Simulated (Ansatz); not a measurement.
Input and output of a self-consistent single point for Zr3Si2 (P4/mbm, 10 atoms in the cell) (Ansatz, a program for electronic structure)

Level of theory: r2SCAN, default PAW files made with PBE (plane waves; Ansatz).

The input file:

Ansatz 0.2 input:
```yaml
crystal:
  lattice:
    - [7.189424, 0.000000, 0.000000]
    - [0.000000, 7.189424, 0.000000]
    - [0.000000, 0.000000, 3.759048]
  atoms:
    - { symbol: Zr, position: [0.174070, 0.674070, 0.500000] }
    - { symbol: Zr, position: [0.825930, 0.325930, 0.500000] }
    - { symbol: Zr, position: [0.325930, 0.174070, 0.500000] }
    - { symbol: Zr, position: [0.674070, 0.825930, 0.500000] }
    - { symbol: Zr, position: [0.000000, 0.000000, 0.000000] }
    - { symbol: Zr, position: [0.500000, 0.500000, 0.000000] }
    - { symbol: Si, position: [0.621850, 0.121850, 0.000000] }
    - { symbol: Si, position: [0.378150, 0.878150, 0.000000] }
    - { symbol: Si, position: [0.878150, 0.621850, 0.000000] }
    - { symbol: Si, position: [0.121850, 0.378150, 0.000000] }
basis:
  ecutwfc: 500.0
kpoints:
  mp_grid: { grid: [3, 3, 6] }
hamiltonian:
  xc: r2scan
  pseudopotentials: { kind: paw }
scf:
  occupations: { method: cold, width: 0.136 }
output:
  forces: true
  eigenvalues: true
  stress: true
```

Output (repeated stretches shortened):

```
WARN ansatz: RAYON_NUM_THREADS=1 ignored (pool sized by the plan → 1); use --threads N
Pseudopotentials: kind: paw
Pseudopotential: Zr, paw, valence charge 12
Pseudopotential: Si, paw, valence charge 4
Crystal: 10 atoms, lattice volume = 194.297 Å³
Basis set: ecut = 500 eV, 4917 PW (Γ), exchange–correlation on 216×216×120 points (64 copies of the dense FFT grid, shifted against one another)
Bands: 54, of which v1, the nominal top of the filled ones, is band 44 counted from 1 (43 counted from 0)
Symmetry: 16 space group operations
Space group: P4/mbm (ITA 127), of the structure as read, at distance tolerance 5.8e-5 Å
k-points: 12 of 54
PAW frozen core: Zr, regenerated for the run's functional
PAW frozen core: Si, regenerated for the run's functional
Initial density: superposition of atomic densities (neutral atoms: chi_scale 0, normalization atom), corrected by the library's trained network
Initial wavefunctions: pseudopotential atomic-orbital guess
Eigensolver: davidson
Functional: x = r2scan, c = r2scan; τ floored in thin density (d = 2e-4 eV/Å³)
SCF iter   1: F=—  HF=-27735.430195 eV  |F-HF|=—  |Δ(HF+E_count)|=         —  Δρ=6.51e-3  dr2=7.62e-2  dr2_τ=6.37e-2  ethr=1.77e-3  ⟨swp⟩=6.0  Hψ=2657  notcnv=0
all-band conjugate gradients solve this SCF's bands
preconditioner: auto → Kerker (q_TF=auto, 2.391 Å⁻¹)
SCF iter   2: F=—  HF=-27735.604452 eV  |F-HF|=—  |Δ(HF+E_count)|=   1.74e-1  S|Δr|=    0.00e0  Δρ=4.16e-3  dr2=3.00e-2  dr2_τ=1.16e-3  ethr=8.66e-5  ⟨swp⟩=2.0  Hψ=1344  notcnv=0  defer=27
SCF iter   3: F=—  HF=-27735.603374 eV  |F-HF|=—  |Δ(HF+E_count)|=   1.08e-3  S|Δr|=    0.00e0  Δρ=9.00e-4  dr2=3.47e-3  dr2_τ=8.62e-4  ethr=3.41e-5  ⟨swp⟩=2.0  Hψ=1057  notcnv=0  defer=27
SCF iter   4: F=—  HF=-27735.603544 eV  |F-HF|=—  |Δ(HF+E_count)|=   1.70e-4  S|Δr|=    0.00e0  Δρ=3.31e-4  dr2=2.67e-4  dr2_τ=1.90e-5  ethr=3.94e-6  ⟨swp⟩=2.0  Hψ=742  notcnv=0  defer=27
SCF iter   5: F=—  HF=-27735.603581 eV  |F-HF|=—  |Δ(HF+E_count)|=   3.73e-5  S|Δr|=    0.00e0  Δρ=1.08e-4  dr2=2.55e-5  dr2_τ=3.11e-6  ethr=3.04e-7  ⟨swp⟩=2.0  Hψ=851  notcnv=0  defer=27
SCF iter   6: F=—  HF=-27735.603928 eV  |F-HF|=—  |Δ(HF+E_count)|=   3.47e-4  S|Δr|=    0.00e0  Δρ=1.92e-5  dr2=1.32e-6  dr2_τ=7.92e-8  ethr=2.90e-8  ⟨swp⟩=2.0  Hψ=1047  notcnv=0  defer=27
SCF iter   7: F=-27735.603928 eV  HF=-27735.603928 eV  |F-HF|=6.55e-10  |Δ(HF+E_count)|=   3.11e-7  S|Δr|=    0.00e0  Δρ=5.13e-6  dr2=7.86e-8  dr2_τ=3.59e-9  ethr=1.14e-10  ⟨swp⟩=9.5  Hψ=3106  notcnv=0
SCF 1 converged in 7 iterations: F = -27735.603928 eV  dr2 = 7.86e-8
SCF converged after 7 iterations
Stability not checked (fill_not_monotonic)
Free energy (F): -27735.603928 eV
Harris-Foulkes:  -27735.603928 eV  (|F-HF|=6.55e-10)
Internal energy: -27735.595234 eV  (E = F + TS)
E sigma→0 (E₀):  -27735.601030 eV
Entropy (-TS):   -0.008695 eV (-0.869 meV/atom)
Fermi energy:    12.751507 eV
--- Per-component energies (eV) ---
  E_band       = -601.609631
  E_kinetic    = 2154.815641
  E_local      = -4040.621500  (includes V_loc(G=0)·N_el)
  E_nonlocal   = 572.352852
  E_hartree    = 1296.220606
  E_xc         = -1142.855755
  E_vxc        = -1468.822317  (∫ρ·V_xc dr)
  E_paw        = -19902.536329  (= ΣΔE_a)
  E_vpaw       = -493.831621  (= ΣTr[D̂ρ^β])
  E_aug_tail   = 0.000072  (compensation charges beyond the density's cutoff)
  E_vtau       = 82.054052  (kinetic-family band-sum trace: ∫τ·v_τ [+ j·A + Jᵃ·Aᵃ] dr)
  E_ewald      = -6671.676639
  E_core_change = -1.294182  (= ΣΔE_core)
  E_smearing   = -0.008695  (= −TS)
  E_closure    = -0.000000  (closes the sum)
  Σ components = -27735.603928   (vs F -27735.603928, Δ=0.00e0)
--- Forces (eV/Å), atoms counted from 1 ---
  atom   1  Zr    -0.06555204    -0.06555204     0.00000000
  atom   2  Zr     0.06555204     0.06555204     0.00000000
  atom   3  Zr     0.06555204    -0.06555204     0.00000000
  atom   4  Zr    -0.06555204     0.06555204     0.00000000
  atom   5  Zr     0.00000000     0.00000000     0.00000000
  atom   6  Zr     0.00000000    -0.00000000     0.00000000
  atom   7  Si    -0.03143080    -0.03143080     0.00000000
  atom   8  Si     0.03143080     0.03143080     0.00000000
  atom   9  Si     0.03143080    -0.03143080     0.00000000
  atom  10  Si    -0.03143080     0.03143080     0.00000000
  max |Σ_I F_I| component: 6.94e-18 eV/Å
--- Stress (GPa, compression-positive) ---
       -4.919307       0.000000       0.000000
        0.000000      -4.919307       0.000000
        0.000000       0.000000      -4.228286
  P = ⅓ Tr σ = -4.6890 GPa (-46.890 kbar)
  The stress holds the Pulay correction. Without it, at fixed plane waves, as pw.x and ABINIT print it: P = -4.7577 GPa
--- Band table (eV; the first three rows and the last of 12) ---
  k-point 0: bands = ["-37.4791", "-37.4441", "-37.4434", "-37.4434", "-37.3047", "-37.2839", "-15.0480", "-15.0480", "-14.9785", "-14.8990", "-14.8431", "-14.8146", "-14.8146", "-14.8027", "-14.7886", "-14.7886", "-14.7882", "-14.6889", "-14.6482", [...]
  k-point 1: bands = ["-37.4725", "-37.4422", "-37.4415", "-37.4415", "-37.3030", "-37.2870", "-15.0108", "-15.0108", "-14.9706", "-14.9246", "-14.9107", "-14.9107", "-14.8849", "-14.8386", "-14.8237", "-14.7657", "-14.7657", "-14.6853", "-14.5978", [...]
  k-point 2: bands = ["-37.4585", "-37.4385", "-37.4377", "-37.4377", "-37.2995", "-37.2940", "-15.0410", "-15.0410", "-15.0028", "-14.9605", "-14.9548", "-14.8996", "-14.8996", "-14.8938", "-14.8516", "-14.7447", "-14.7447", "-14.6782", "-14.5897", [...]
  k-point 11: bands = ["-37.4461", "-37.4425", "-37.4359", "-37.4348", "-37.2979", "-37.2979", "-15.1056", "-15.0804", "-14.9912", "-14.9838", "-14.9603", "-14.9318", "-14.8998", "-14.8478", "-14.7761", "-14.7473", "-14.7205", "-14.7020", [...]
```

The run converged in 7 iterations.

The starting cell comes from a database of computed structures (which also holds hypothetical and non-ambient phases and stackings), without a prior relaxation at this level. Its lattice was rescaled by a random factor within 2.5 % of one. With a pressure of about -5 GPa the cell is away from its equilibrium volume at this level. Ansatz's pressure includes its estimate of the finite-basis (Pulay) stress.
